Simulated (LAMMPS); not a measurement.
MD of Cu (fcc) at zero pressure, 4000 atoms, as a liquid; each row is its own run.

Computed with classical MD, pair style eam/alloy, file AlCu.eam.alloy, run in LAMMPS.

```
T (K)  D(Cu) (cm²/s)
-----  -------------
1220         2.89e-5
1490         5.06e-5
1700         7.56e-5
1900         9.48e-5
```

### Question
Fit an Arrhenius law, ln y = a + b / x, to these rows (x is the first column, y the second) and predict the run at x = 1360.

### Answer
Least squares gives a = -7.1049 and b = -4098. The slope times kB gives an activation energy of 0.35 eV. At x = 1360 the fit predicts 4.03e-5 cm²/s. The run itself gave (4.13 ± 0.04) × 10^-5 cm²/s, so the fit is 2.4 % low.

Errors of D are the spread over four groups of atoms in one short run; a floor of about 5 %, a picked value, is safer.
